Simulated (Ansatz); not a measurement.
The starting structures come from a database of crystals and need not be the phases stable at ambient conditions.

 Where the default PAW files enter, the runs use the earlier of Ansatz's two default sets.

Inside the gap of an insulator the Bloch states are evanescent, with a wavenumber k + iκ along the transport direction.

Given:

```xyz
8
Lattice="4.9370 0.0000 0.0000 -2.4685 4.2756 0.0000 2.4685 1.4252 4.5556" Properties=species:S:1:pos:R:3 pbc="T T T"
Zn     0.0000     2.8504     2.2778
Pd     0.0000     0.0000     0.0000
F      5.8428     1.4804     3.4342
F     -0.9059     4.2203     1.1214
F      0.7335     4.3198     3.4342
F      4.2035     1.3809     1.1214
F      3.2976     2.7508     3.4342
F      1.6393     2.9499     1.1214
```

Space group of this cell: R-3. The cell is taken as given.

Transport runs along the normal of the first two printed cell vectors, the (001) plane of the conventional cell.

The gap is the functional's own, uncorrected, and κ follows it; spin-orbit coupling is left out. Mid-gap values are interpolated between the computed energies.

Question: Give the band gap and the smallest decay constant κ at mid-gap that Ansatz (an electronic-structure program) with r2SCAN yields.

Answer: Gap 2.15 eV on a 8×8×8 mesh; κ = 0.496 1/Å, at (0.417, 0.000) of the in-plane reciprocal vectors. At the zone centre, at the nearest computed energy, the slowest state has κ = 0.60 1/Å.
